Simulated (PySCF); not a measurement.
PySCF 2.14.0, B3LYP/def2-tzvp: Mg(Cl)(OSiH3) ([SiH3][O][Mg][Cl]), 7 atoms. The geometry is a generated start, not checked to be a minimum at this level.

```json
{
  "task": "energy",
  "method": "b3lyp",
  "basis": "def2-tzvp",
  "mol.max_memory": "7000 MB",
  "mf.init_guess": "minao (default)",
  "mf.DIIS": "CDIIS (default)",
  "mf.diis_space": "8 (default)",
  "mf.conv_tol": "1e-09 (default)",
  "mf.grids.level": "3 (default)",
  "basis functions (reference run)": "155",
  "grid points (reference run)": "100152"
}
```

```xyz
7

Mg    -0.9285     0.6745     1.8170
Cl    -2.5334     2.0166     2.0667
O     -0.0048    -0.0408     0.5210
Si     0.7096    -0.5494    -0.8239
H     -0.2955    -1.2007    -1.6828
H      1.7400    -1.5030    -0.3833
H      1.3127     0.6028    -1.5146
```
Charge 0, spin multiplicity 1.

The reference run uses exact four-centre integrals. Single runs; times are not shown.

Settings tried, all else as in the reference:
- COSX exchange (sgx_fit, pjs) with fitted J, mf.with_df.grids_level_i = 1, mf.with_df.grids_level_f = 3
- COSX exchange (sgx_fit, pjs) with fitted J, mf.with_df.grids_level_i = 1, mf.with_df.grids_level_f = 1
- density fitting, auxbasis = def2-universal-jfit
- density fitting, auxbasis = autoaux
- COSX exchange (sgx_fit, pjs) with fitted J, mf.with_df.grids_level_i = 1, mf.with_df.grids_level_f = 2 (default)
- density fitting
- COSX exchange (sgx_fit, pjs) with fitted J, mf.with_df.grids_level_i = 1, mf.with_df.grids_level_f = 4
- density fitting of J alone, exact K

Problem. Which settings reproduce the reference to 1.0 meV/atom in energy?

Solution. Within it: density fitting, auxbasis = autoaux; density fitting; COSX exchange (sgx_fit, pjs) with fitted J, mf.with_df.grids_level_i = 1, mf.with_df.grids_level_f = 3; COSX exchange (sgx_fit, pjs) with fitted J, mf.with_df.grids_level_i = 1, mf.with_df.grids_level_f = 4; density fitting of J alone, exact K; COSX exchange (sgx_fit, pjs) with fitted J, mf.with_df.grids_level_i = 1, mf.with_df.grids_level_f = 2 (default); COSX exchange (sgx_fit, pjs) with fitted J, mf.with_df.grids_level_i = 1, mf.with_df.grids_level_f = 1. Outside: density fitting, auxbasis = def2-universal-jfit.

| setting | energy against the reference |
|---|---|
| density fitting, auxbasis = autoaux | −0.018 meV/atom |
| density fitting | −0.17 meV/atom |
| COSX exchange (sgx_fit, pjs) with fitted J, mf.with_df.grids_level_i = 1, mf.with_df.grids_level_f = 3 | −0.31 meV/atom |
| COSX exchange (sgx_fit, pjs) with fitted J, mf.with_df.grids_level_i = 1, mf.with_df.grids_level_f = 4 | −0.31 meV/atom |
| density fitting of J alone, exact K | −0.31 meV/atom |
| COSX exchange (sgx_fit, pjs) with fitted J, mf.with_df.grids_level_i = 1, mf.with_df.grids_level_f = 2 (default) | −0.32 meV/atom |
| COSX exchange (sgx_fit, pjs) with fitted J, mf.with_df.grids_level_i = 1, mf.with_df.grids_level_f = 1 | −0.48 meV/atom |
| density fitting, auxbasis = def2-universal-jfit | +3900 meV/atom |

Total energies are compared; such shifts often cancel in part in energy differences. sgx_fit (COSX, pjs=True) fits J as well, so its difference is the sum of the grid's shift in exchange and the fit's in Coulomb. def2-universal-jfit is made for Coulomb alone and misses functions that exchange needs. Also tried and not ranked: density fitting, auxbasis = def2-universal-jkfit (same energy as a listed run). The tolerance is a choice made for this comparison.
